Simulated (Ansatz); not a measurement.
# A computed series for Ta: response to strain

Base system: Ta in the bcc (W type) structure (space group Im-3m, No. 229; relaxed with 0.1 eV smearing).

```xyz
1
Lattice="-1.6411 1.6411 1.6411 1.6411 -1.6411 1.6411 1.6411 1.6411 -1.6411" Properties=species:S:1:pos:R:3 pbc="T T T"
Ta     0.0000     0.0000     0.0000
```

Cartesian axes are those of the cell as printed.

Strains are applied to the cell and any free atomic positions relax; under biaxial strain the out-of-plane vector relaxes too.

Levels (all Ansatz, a first-principles code, PAW): PBEsol (420 eV, no spin-orbit coupling); r2SCAN (500 eV, without spin-orbit coupling).

Pressures by level, all at the geometries relaxed with PBEsol:

```csv
case,PBEsol,r2SCAN
base,0.0 GPa,4.5 GPa
"biaxial strain +3.63 %, plane normal [110], relaxed out of plane",-5.3 GPa,-1.1 GPa
isotropic strain −5.09 %,43.4 GPa,49.7 GPa
isotropic strain −1.83 %,12.7 GPa,17.9 GPa
uniaxial strain ε_zz = +4.11 %,-7.6 GPa,-3.5 GPa
tensor shear ε_xy = +0.81 %,0.0 GPa,4.6 GPa
```

Single points use the geometry relaxed with PBEsol. Their cutoffs differ, which shifts pressures a little. No phonon test of stability was made. The final runs are not spin-polarised.
